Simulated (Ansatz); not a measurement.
Consider GaSb in the zinc blende structure (space group F-43m, No. 216; a = 6.132 Å).

All numbers come from Ansatz (a quantum-chemistry and plane-wave program) r2SCAN, without spin-orbit coupling.

Before the change:

```
Quantity                             Value
-----------------------------  -----------
Lattice parameter a                6.132 Å
Band gap                           0.41 eV
Width of the top valence band      3.21 eV
Gap character                  direct at Γ
```

One thing is altered: cell and atoms relaxed at a pressure of 9 GPa.

Problem. Predict the new lattice parameter a.

Solution. The lattice parameter a drops by 0.251 Å, from 6.132 Å to 5.881 Å.

Problem. What happens to the band gap?

Solution. The band gap rises by 0.50 eV (0.41 eV → 0.91 eV).

Problem. What happens to the width of the top valence band?

Solution. The width of the top valence band goes up by 0.625 eV to 3.84 eV.

Problem. How does this affect the gap character?

Solution. The gap character changes from direct at Γ to indirect, Γ → Γ–X (79 % along).

Spin-orbit coupling, missing from the scalar runs, can matter with Sb. Load acts through the strain it causes; cell and atoms are relaxed under it. No phonon test of stability was made. Tetrahedral semiconductors of this kind turn to denser phases somewhere between about 1 and 50 GPa; those were not computed, so compressed cells here can lie past the real transition.
